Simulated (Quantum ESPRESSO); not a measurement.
# Short convergence ladders for the (111) slab of Pt (cut from a parent of space group no. 225; 3 atoms in the cell)

```
CELL_PARAMETERS angstrom
      2.76354     0.00000     0.00000
     -1.38177     2.39330     0.00000
      0.00000     0.00000    18.51281
ATOMIC_POSITIONS crystal
  Pt 0.66667 0.33333 0.37812
  Pt 0.33333 0.66667 0.50000
  Pt 0.00000 0.00000 0.62188
```

Base method: PBEsol, GBRV 1.5 ultrasoft (PBESOL) pseudopotentials (plane waves; Quantum ESPRESSO).

Base settings: ecutwfc = 40 Ry; ecutrho = 320 Ry; occupations = smearing; smearing = gaussian; degauss = 0.0073499 Ry; potentials = {Pt: pt_pbesol_v1.4.uspp.F.UPF}; K_POINTS = automatic 6 6 1 0 0 0; conv_thr = 1e-10 Ry; mixing_beta = 0.4.

The count of work is k-points × plane waves × bands × iterations; it is no time. Core times come from one kind of shared machine, to one figure; runs under 30 s give none.

**The vacuum**

The mesh stays at the base's, so the ladder's end is converged at best in this setting alone.

Only quantities that move along the ladder and can be compared are tabulated.

```tsv
vacuum between outermost atoms (Å)	free energy less the last step's (meV/atom)	largest difference of a force vector from the last step's (eV/Å)	count of work / last	core time / last (rough)
3.0	-282.48	1.207	0.22	–
4.0	-28.50	0.210	0.25	–
5.0	2.56	0.010	0.28	–
6.0	1.58	0.003	0.28	–
7.0	0.40	0.001	0.36	–
8.0	0.00	0.001	0.39	–
10.0	0.02	0.000	0.42	0.5
12.0	-0.08	0.000	0.48	–
14.0	0.08	0.000	0.54	–
17.0	0.05	0.000	0.63	0.5
20.0	-0.01	0.000	0.71	0.7
25.0	0.01	0.000	0.86	0.7
30.0	0.00	0.000	1.0	1
```

Smallest vacuum between outermost atoms (Å) that holds the forces within 0.005 eV/Å of the last step, with all finer ones: 6.0, at 0.28 of the last step's count of work; the step before is off by 0.010 eV/Å.

Smallest vacuum between outermost atoms (Å) that holds the free energy within 1 meV/atom of the last step, with all finer ones: 7.0, at 0.36 of the last step's count of work; the step before is off by 1.6 meV/atom.

**The k-point mesh**

Only quantities that move along the ladder and can be compared are tabulated.

```tsv
K_POINTS	free energy less the last step's (meV/atom)	largest difference of a force vector from the last step's (eV/Å)	count of work / last	core time / last (rough)
automatic 3 3 1 0 0 0	474.08	1.521	0.033	0.1
automatic 4 4 1 0 0 0	-166.25	0.551	0.038	0.1
automatic 5 5 1 0 0 0	145.69	0.229	0.047	0.1
automatic 6 6 1 0 0 0	-31.94	0.136	0.054	0.1
automatic 7 7 1 0 0 0	-3.65	0.143	0.067	0.09
automatic 9 9 1 0 0 0	-11.02	0.011	0.100	0.2
automatic 10 10 1 0 0 0	-1.94	0.041	0.13	0.2
automatic 12 12 1 0 0 0	-0.29	0.008	0.16	0.2
automatic 14 14 1 0 0 0	4.75	0.024	0.19	0.2
automatic 16 16 1 0 0 0	-0.72	0.011	0.25	0.2
automatic 19 19 1 0 0 0	0.87	0.001	0.31	0.3
automatic 22 22 1 0 0 0	1.30	0.010	0.43	0.5
automatic 26 26 1 0 0 0	-0.13	0.004	0.58	0.5
automatic 30 30 1 0 0 0	0.25	0.001	0.76	0.7
automatic 35 35 1 0 0 0	0.00	0.000	1.0	1
```

Coarsest K_POINTS that holds the forces within 0.005 eV/Å of the last step, with all finer ones: automatic 26 26 1 0 0 0; the step before is off by 0.010 eV/Å.

Coarsest K_POINTS that holds the free energy within 1 meV/atom of the last step, with all finer ones: automatic 26 26 1 0 0 0; the step before is off by 1.3 meV/atom.

**The plane-wave cutoff**

Moved along: ecutrho.

The mesh stays at the base's, so the ladder's end is converged at best in this setting alone.

Only quantities that move along the ladder and can be compared are tabulated.

| ecutwfc | free energy less the last step's (meV/atom) | largest difference of a force vector from the last step's (eV/Å) | count of work / last | core time / last (rough) |
|---|---|---|---|---|
| 20 Ry | 5825.16 | 0.122 | 0.13 | – |
| 24 Ry | 1111.21 | 0.163 | 0.18 | – |
| 28 Ry | 164.28 | 0.011 | 0.21 | – |
| 34 Ry | 51.02 | 0.002 | 0.28 | – |
| 40 Ry | 36.89 | 0.000 | 0.35 | 0.3 |
| 48 Ry | 18.46 | 0.000 | 0.46 | 0.4 |
| 60 Ry | 11.73 | 0.000 | 0.65 | 0.6 |
| 80 Ry | 0.00 | 0.000 | 1.0 | 1 |

Coarsest ecutwfc that holds the free energy within 5 meV/atom: not settled: the last two steps still differ by 12 meV/atom, over half the tolerance, so the ladder does not show it.

Coarsest ecutwfc that holds the forces within 0.005 eV/Å of the last step, with all finer ones: 34 Ry, at 0.28 of the last step's count of work; the step before is off by 0.011 eV/Å.

On the base run: the starting cell has typed, rounded lattice constants, without a prior relaxation at this level. The slab is cut from that crystal, and its faces are unrelaxed. Its lattice was rescaled by up to half a per cent. Spin polarisation is off. Without a gap this mesh is coarse (it stands for a supercell whose shortest in-plane vector is 17 Å).
